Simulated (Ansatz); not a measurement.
Take HfO2 in the rutile structure (space group P4_2/mnm, No. 136; a = 4.830 Å, c = 3.210 Å; a cell from a computed database, its experimental status unchecked) as the base. Axes: x, y, z lie along a, b, c of the conventional cell.

It is then changed as follows: uniaxial stress, 5 GPa tension along z, with the cell and atoms free to relax against it.

Levels (all Ansatz, a first-principles code, PAW): PBEsol (420 eV, spin-orbit coupling left out); r2SCAN (500 eV, without spin-orbit coupling).

The geometry is relaxed with PBEsol.

- PBEsol band gap: 3.92 eV
- PBEsol gap character: direct at Γ
- PBEsol pressure: -1.67 GPa

Q: How does going to r2SCAN change the band gap, gap character and pressure?

A: The band gap goes up by 0.66 eV to 4.58 eV; the gap character stays direct at Γ; the pressure grows by 1.56 GPa (-1.67 GPa → -0.11 GPa).

Single points use the geometry relaxed with PBEsol. Their cutoffs differ, which shifts pressures a little. With Hf present, leaving out spin-orbit coupling can change the band edges. Load acts through the strain it causes; cell and atoms are relaxed under it. Beyond what the load breaks, stability against distortions was not tested. This is not the structure that HfO2 has at room temperature and ambient pressure.
